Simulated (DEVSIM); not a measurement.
System: W/SiO2/n-Si capacitor, at 400 K.

```csv
layer (left to right),material,thickness (nm),Nd (cm⁻³)
1,SiO2,2.40,-
2,Si,630,8.2e17
```

Metal gate on the left, work function 4.6 eV. Fixed charge at the semiconductor interface 4.2e11 cm⁻² (in units of +e); no interface traps.

The device is made up for the run: typed textbook-type constants, with dimensions and the other settings drawn at random. Values at 300 K; Nc and Nv go as T^1.5, mobilities as T to minus their exponent, the gap by Varshni's rule with the affinity fixed.

```csv
parameter,SiO2,Si
gap (eV),9,1.124
affinity (eV),0.9,4.05
permittivity,3.9,11.7
Nc (cm⁻³),-,2.86e19
Nv (cm⁻³),-,3.1e19
Varshni α (eV/K),-,0.000473
Varshni β (K),-,636
```

Simulated with DEVSIM: 1D Poisson equation in equilibrium, Boltzmann statistics, complete ionisation; no quantum confinement or tunnelling. Metal contacts follow the ideal Schottky-Mott rule: no Fermi-level pinning, no interface dipoles.

Base results: minimum of the low-frequency capacitance (μF/cm²) 0.269; threshold voltage (band bending 2φF) (V) -0.78; flat-band voltage (V) 0.37; capacitance of the dielectric stack (μF/cm²) 1.44.

Problem. What follows from this one change: SiO2 thickness 0.0024 → 0.0017 μm?

Solution. minimum of the low-frequency capacitance 0.269 → 0.285 μF/cm²; threshold voltage (band bending 2φF) -0.78 → -0.67 V; flat-band voltage 0.37 → 0.38 V; capacitance of the dielectric stack 1.44 → 2.03 μF/cm².

Problem. What follows from this one change: fixed charge 4.2e+11 → -1.68e+12 cm^-2?

Solution. minimum of the low-frequency capacitance little changed (0.269 μF/cm²); threshold voltage (band bending 2φF) -0.78 → -0.55 V; flat-band voltage 0.37 → 0.60 V; capacitance of the dielectric stack little changed (1.44 μF/cm²).
